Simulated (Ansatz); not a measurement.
The starting structures come from a database of crystals and need not be the phases stable at ambient conditions.

Tunnelling through a barrier is set by its complex band structure: the current falls as exp(−2κd) with the smallest κ.

Consider the following.

```
CELL_PARAMETERS angstrom
      3.68080     0.00000     0.00000
      0.00000     4.35549     0.00000
      0.00000     0.00000    10.65779
ATOMIC_POSITIONS crystal
  Ge 0.75000 0.63507 0.87553
  Ge 0.25000 0.36493 0.12447
  Ge 0.25000 0.13507 0.62447
  Ge 0.75000 0.86493 0.37553
  S  0.75000 0.50515 0.65063
  S  0.25000 0.49485 0.34937
  S  0.25000 0.00515 0.84937
  S  0.75000 0.99485 0.15063
```

Space group of this cell: Pnma. The cell was relaxed by PBE-D3(BJ); by PBEsol its mean pressure is -2.7 GPa.

Transport runs along the normal of the first two printed cell vectors.

The gap is the functional's own, uncorrected, and κ follows it; spin-orbit coupling is left out. Mid-gap values are interpolated between the computed energies.

**Question.** Estimate the band gap and the smallest decay constant κ at mid-gap that PBEsol run with Ansatz (an electronic-structure program) returns for this system.

**Answer.** Gap 1.19 eV on a 8×8×4 mesh; κ = 0.105 1/Å, at the zone centre.
